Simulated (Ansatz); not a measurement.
```
CELL_PARAMETERS angstrom
     23.50000     0.00000     0.00000
      0.00000    23.50000     0.00000
      0.00000     0.00000     3.01766
ATOMIC_POSITIONS crystal
  O  0.75071 0.54326 0.50000
  O  0.66457 0.55966 0.00000
  Ti 0.71717 0.49859 0.00000
  O  0.61270 0.63395 0.50000
  Ti 0.68878 0.60737 0.50000
  O  0.69550 0.66282 0.00000
  O  0.58790 0.73875 0.50000
  O  0.53062 0.67235 0.00000
  Ti 0.60980 0.68737 0.00000
  O  0.44034 0.66457 0.50000
  Ti 0.50141 0.71717 0.50000
  O  0.45674 0.75071 0.00000
  O  0.33718 0.69550 0.50000
  O  0.36605 0.61270 0.00000
  Ti 0.39263 0.68878 0.00000
  O  0.32765 0.53062 0.50000
  Ti 0.31263 0.60980 0.50000
  O  0.26125 0.58790 0.00000
  O  0.24929 0.45674 0.50000
  O  0.33543 0.44034 0.00000
  Ti 0.28283 0.50141 0.00000
  O  0.38730 0.36605 0.50000
  Ti 0.31122 0.39263 0.50000
  O  0.30450 0.33718 0.00000
  O  0.41210 0.26125 0.50000
  O  0.46938 0.32765 0.00000
  Ti 0.39020 0.31263 0.00000
  O  0.55966 0.33543 0.50000
  Ti 0.49859 0.28283 0.50000
  O  0.54326 0.24929 0.00000
  O  0.66282 0.30450 0.50000
  O  0.63395 0.38730 0.00000
  Ti 0.60737 0.31122 0.00000
  O  0.67235 0.46938 0.50000
  Ti 0.68737 0.39020 0.50000
  O  0.73875 0.41210 0.00000
```

Method: PBE (plane waves to 420 eV, PAW; Ansatz, a first-principles code). Mesh 1×1×12. No spin polarisation, so a magnetic state wasn't tested. Periodic along z alone, with about 11 Å of vacuum beside it. A hypothetical model, rolled from the flat sheet. Symmetry and one short period hold its shape; lower forms weren't sought.

Q: Tabulate the two highest filled and two lowest empty levels along the axis, from the valence top.

A: 
```
k (2π/c)  v2 (eV)  v1 (eV)  c1 (eV)  c2 (eV)
--------  -------  -------  -------  -------
0.000       -0.08    -0.08     2.60     2.62
0.042       -0.07    -0.07     2.57     2.70
0.083       -0.07    -0.07     2.58     2.70
0.125       -0.07    -0.07     2.62     2.71
0.167       -0.11    -0.11     2.70     2.76
0.208       -0.17    -0.17     2.79     2.80
0.250       -0.12    -0.07     2.79     2.88
0.292       -0.08    -0.01     2.79     2.88
0.333       -0.09     0.00     2.81     2.89
0.375       -0.15    -0.05     2.86     2.91
0.417       -0.24    -0.14     2.92     2.96
0.458       -0.37    -0.26     3.02     3.02
0.500       -0.41    -0.41     3.03     3.03
```
